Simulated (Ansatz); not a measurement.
Take MgO in the rock salt structure (space group Fm-3m, No. 225; a = 4.214 Å) as the base. Axes: x, y, z lie along the cube axes.

Calculations: PBEsol (Ansatz, a first-principles code), spin-orbit coupling left out.

Base values:

- Electron mass: 0.34 mₑ (at Γ)
- Band gap: 4.62 eV

Perturbation: uniaxial strain ε_zz = +2.50 %, all other strain components held at zero, atoms relaxed at fixed cell.

Q: How does this affect the electron mass, stress and band gap?

A: The electron mass goes from 0.34 mₑ (at Γ) to 0.32 mₑ along z, 0.34 mₑ across (at Γ); the stress (xx, yy, zz, yz, xz, xy; compression positive) is (-2.13, -2.13, -6.26, 0.00, 0.00, 0.00) GPa; the band gap drops by 0.27 eV to 4.35 eV.

Effective masses come from finite differences of ±0.01 Å⁻¹. Whether these cells are dynamically stable was not tested.
